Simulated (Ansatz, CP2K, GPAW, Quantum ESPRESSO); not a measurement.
# Sr2CuO3 (Immm, 6 atoms in the cell) computed with different codes at matched settings

Self-consistent single point, at a second geometry (lattice scaled by 0.98). First geometry:

```
Sr2CuO3
1.0
   -1.73196     1.93452     6.21334
    1.73196    -1.93452     6.21334
    1.73196     1.93452    -6.21334
Sr Cu O
2 1 3
Direct
  0.14693   0.64693   0.50000
  0.85307   0.35307   0.50000
  0.50000   0.00000   0.50000
  0.00000   0.00000   0.00000
  0.34582   0.84582   0.50000
  0.65418   0.15418   0.50000
```

Shared settings, as Ansatz (a quantum-chemistry and plane-wave program) writes them: kpoints.mp_grid.grid = 6 6 6; scf.occupations.method = fermi_dirac; scf.occupations.width = 0.136 eV. Potentials and cutoffs stand in the table.

| code | model | ΔF from the first geometry (meV/atom) | pressure (GPa) | largest force (eV/Å) | cutoff |
|---|---|---|---|---|---|
| Quantum ESPRESSO | PBEsol, SSSP 1.1.2 efficiency (PBE) pseudopotentials | 36.1 | 11.52 | 0.463 | 55 Ry |
| GPAW | PBEsol, GPAW PAW datasets PBEsol (made by gpaw-setup) | 43.5 | – | 0.633 | 950 eV |
| Ansatz | PBEsol, PAW files made with PBE | 34.9 | 11.14 | 0.444 | default |
| CP2K | PBEsol, GPW, DZVP-MOLOPT-PBE-GTH basis, GTH-PBE potentials (POTENTIAL_UZH) | 53.1 | 15.38 | 0.592 | grid 600 Ry |

Size of the force on each atom (eV/Å): Sizes of forces hide their directions.

| code | Sr1 | Sr2 | Cu3 | O4 | O5 | O6 |
|---|---|---|---|---|---|---|
| Quantum ESPRESSO | 0.098 | 0.098 | 0.000 | 0.000 | 0.463 | 0.463 |
| GPAW | 0.103 | 0.103 | 0.000 | 0.000 | 0.633 | 0.633 |
| Ansatz | 0.094 | 0.094 | 0.000 | 0.000 | 0.444 | 0.444 |
| CP2K | 0.121 | 0.121 | 0.000 | 0.000 | 0.592 | 0.592 |

A dash marks a value that a program does not give, or that is left out as unsure.

On Ansatz's run: spin polarisation is off; with an odd number of electrons in the cell that forces a metal, and a magnetic state may lie lower.

The spread over the programs that give each value: ΔF from the first geometry within 18.2 meV/atom; pressure within 4.24 GPa; largest force within 0.189 eV/Å.

CP2K uses small atom-centred bases, whose incompleteness enters pressures, forces and empty levels differently from a plane-wave cutoff. Ansatz's pressure is given at a fixed set of plane waves, as the other plane-wave codes print theirs; with its correction for the finite basis it is 11.47 GPa (the shift of 0.33 GPa shows how far the cutoff is from converged). The pressure of GPAW is left out: its cutoff lies under the one at which its stress was checked. In the pressure, CP2K (by 4.05) lies more than 1 GPa from the median of the plane-wave programs. In the force vectors, GPAW (by 0.170) and CP2K (by 0.129) lie more than 0.08 eV/Å from the median of the plane-wave programs.

The starting cell comes from a database of computed structures (which also holds hypothetical and non-ambient phases and stackings), without a prior relaxation at this level. Its lattice was rescaled by a random factor within 2.5 % of one. For this run, on top of that: lattice scaled by 0.98.

Left out of this page: ABINIT (with a known weakness of the program).

Keys are those of Ansatz 0.2.
